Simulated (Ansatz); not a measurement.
Si (C2/m, No. 12, 8 atoms in the cell; start mp-1079297; another form than the element's usual one) was calculated with r²SCAN in Ansatz (PAW).

Numerical settings: plane-wave cutoff 560 eV, 10×10×6 k mesh (along the axes of the cell as run), Fermi–Dirac smearing 0.01 eV, scalar-relativistic PAW data made under PBE.

Cell (relaxed with PBEsol):

```cif
data_Si16
_chemical_formula_sum 'Si16'
_space_group_name_H-M_alt 'C2/m'
_space_group_IT_number 12
_space_group_name_Hall '-C 2y'
_cell_length_a 13.80338
_cell_length_b 3.83951
_cell_length_c 6.32663
_cell_angle_alpha 90.000
_cell_angle_beta 96.764
_cell_angle_gamma 90.000
loop_
_atom_site_label
_atom_site_type_symbol
_atom_site_symmetry_multiplicity
_atom_site_Wyckoff_symbol
_atom_site_fract_x
_atom_site_fract_y
_atom_site_fract_z
_atom_site_occupancy
Si1 Si 4 i 0.05532 0.00000 0.87337 1
Si2 Si 4 i 0.44092 0.00000 0.34670 1
Si3 Si 4 i 0.21255 0.00000 0.05704 1
Si4 Si 4 i 0.27297 0.00000 0.41429 1
```
(The calculation used a cell of 8 atoms; values per cell refer to that cell.)

**Question.** Give the computed band gap and smallest direct gap on the k points sampled.

**Answer.** 
* **band gap**: 0.40 eV (indirect)
* **smallest direct gap on the k points sampled**: 0.71 eV

Note: cell and atoms aren't relaxed at this level (largest force component 0.04 eV/Å, pressure 0.6 GPa).

Static lattice: no zero-point or thermal effects.

It cost very roughly 100 core-seconds of CPU time.

A start named mp-… is a Materials Project structure, which need not be a measured phase.

Ansatz is a program for electronic structure.
